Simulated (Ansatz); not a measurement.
## CdS under a change: S → Cl

Consider CdS in the zinc blende structure (space group F-43m, No. 216; a = 5.879 Å).

Perturbation: every S is replaced by Cl, then cell and atoms are relaxed.

Computed with plane-wave PAW DFT at the r2SCAN level (Ansatz, an electronic-structure program, 500 eV), scalar-relativistic without spin-orbit coupling, earlier PAW set. Settings: 13×13×13 k-points, 0.05 eV Fermi–Dirac smearing, for the changed cell.

| quantity | base | changed | shift |
|---|---|---|---|
| volume per atom | 25.40 Å³ | 33.72 Å³ | +8.32 Å³ |
| density | 4.72 g/cm³ | 3.64 g/cm³ | -1.08 g/cm³ |
| lattice parameter a | 5.879 Å | 6.462 Å | +0.583 Å |
| space group | F-43m (No. 216) | F-43m (No. 216) | – |
| band gap | 1.54 eV | zero | – |

Final structure:

```
CELL_PARAMETERS angstrom
      0.00000     3.23083     3.23083
      3.23083     0.00000     3.23083
      3.23083     3.23083     0.00000
ATOMIC_POSITIONS crystal
  Cl 0.25000 0.25000 0.25000
  Cd 0.00000 0.00000 0.00000
```

No phonon test of stability was made. As relaxed here, CdCl is a hypothetical phase, not in the database extracts checked. All final runs are without spin polarisation. An odd electron count without spin: CdCl.
